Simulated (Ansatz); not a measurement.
```xyz
5
Lattice="2.8590 1.6506 2.3377 -2.8590 1.6506 2.3377 0.0000 -3.3012 2.3377" Properties=species:S:1:pos:R:3 pbc="T T T"
Tl     0.0000     0.0000     0.0083
Ta     0.0000     0.0000     3.5679
O      1.4245     0.8224     4.5921
O      0.0000    -1.6449     4.5921
O     -1.4245     0.8224     4.5921
```

The cell was generated from a structure type, relaxed within its symmetry, and need not be the phase found at ambient conditions. Spin-orbit coupling is not included. Tl is the large-site (A) cation and Ta the one bonded closest to the anions (B).

Task: Give the diagonal Born effective charges atom by atom and the electronic dielectric tensor from linear response, PBEsol density-functional theory in Ansatz (plane waves, PAW).

Result: 
```
atom   Z*xx   Z*yy   Z*zz
----  -----  -----  -----
Tl1    2.20   2.20   2.17
Ta2    8.19   8.19   7.55
O3    -4.18  -2.75  -3.24
O4    -2.03  -4.90  -3.24
O5    -4.18  -2.75  -3.24
```

ε∞ diagonal: 7.1, 7.1, 6.8. The program warned that the k mesh resolves the field response only roughly, so the permittivities are not converged. Away from Γ the polar cell without biaxial strain shows no imaginary mode on a 2×2×2 mesh.

Ansatz is a first-principles code.
